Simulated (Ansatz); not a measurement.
```
CELL_PARAMETERS angstrom
      4.21417     0.00010    -0.04633
      0.00008     4.21432     0.02237
      0.37373     1.91444    30.71422
ATOMIC_POSITIONS crystal
  In 0.12244 0.01067 0.18815
  In 0.62347 0.55918 0.09073
  In 0.12260 0.91388 0.38217
  In 0.62206 0.46206 0.28516
  In 0.62302 0.36510 0.47958
  P  0.12305 0.53463 0.13978
  P  0.62245 0.08287 0.04310
  P  0.12182 0.43786 0.33363
  P  0.62209 0.98604 0.23671
  P  0.12271 0.34287 0.52726
  P  0.62234 0.88938 0.43059
  N  0.62559 0.77094 0.67966
  N  0.12553 0.27029 0.68089
  N  0.12627 0.80354 0.61262
  N  0.62572 0.30442 0.61150
  N  0.62433 0.70227 0.81930
  N  0.12432 0.20209 0.81972
  N  0.12499 0.73595 0.75076
  N  0.62498 0.23632 0.75006
  N  0.62268 0.63298 0.95886
  N  0.12304 0.13501 0.95686
  N  0.12353 0.66741 0.89046
  N  0.62354 0.16798 0.88910
  Ti 0.12562 0.77092 0.67962
  Ti 0.62548 0.27011 0.68132
  Ti 0.62617 0.80311 0.61393
  Ti 0.12593 0.30752 0.60486
  Ti 0.12430 0.70138 0.82124
  Ti 0.62433 0.20265 0.81845
  Ti 0.62501 0.73677 0.74918
  Ti 0.12494 0.23571 0.75126
  Ti 0.12279 0.63525 0.95603
  Ti 0.62296 0.12982 0.96591
  Ti 0.62352 0.66785 0.88929
  Ti 0.12354 0.16804 0.88932
```

The first 11 atoms are the substrate (InP-zb), the rest the film (TiN-rs).

Computed with PBE (plane waves to 420 eV, PAW; Ansatz, an electronic-structure program). Scalar-relativistic, without spin–orbit coupling; the runs are not spin-polarised; PBE gaps are too small against experiment. Its k-point mesh 7×7×1, Fermi–Dirac width 0.05 eV.

Question: Describe the bonding at the interfaces and give the barriers.

Answer: A periodic stack without vacuum, rock-salt TiN (0 0 1) on zinc-blende InP (0 0 1) (film strained to the substrate, faces as cut): substrate slab In5P6, film N12Ti12, surface cells [[1, 0], [1, 1]] and [[0, -1], [2, 1]], film strained by -0.8 and -0.8 %, faces P/P and NTi/NTi as cut (like faces can put a slab off its formula).
- interface area = 17.8 Å²
- period = 30.71 Å
- gaps between the outermost planes at the two interfaces = 2.38 and 2.37 Å
- P–Ti contacts across the interfaces within 1.22 times the sum of covalent radii = 2, mean 2.38 Å
- hole barrier (PBE) = 0.11 eV
- electron barrier (PBE) = 0.34 eV
